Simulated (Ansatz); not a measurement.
Reference: monolayer Bi2Te3, PBE, rigid bands (plane waves, PAW, scalar-relativistic; Ansatz, a first-principles code); axes and stresses refer to this cell.

```
Bi2Te3
1.0
    4.43022     0.00000     0.00000
   -2.21511     3.83668     0.00000
    0.00000     0.00000    23.62601
Bi Te
2 3
Direct
  0.33333   0.66667   0.41261
  0.00000   0.00000   0.58739
  0.00000   0.00000   0.33992
  0.66667   0.33333   0.50000
  0.33333   0.66667   0.66008
```

The hole conductivity mass comes out as 0.88 mₑ and the band gap comes out as 0.94 eV. The electron conductivity mass is 0.103 mₑ.

### Question
After one change the values are hole conductivity mass 0.45 mₑ; band gap 1.17 eV; electron conductivity mass 0.113 mₑ. Which change was made?
A) biaxial strain +1 %
B) biaxial strain -3 %
C) biaxial strain +3 %
D) biaxial strain +2 %

### Answer
B, biaxial strain -3 %

Masses are for dilute carriers at 300 K, harmonic means over directions unless an axis is named. Spin-orbit coupling is left out unless a row names it; without it the gap and masses of crystals with these elements can be far off. The structure type is held under load, also where the real crystal would transform.
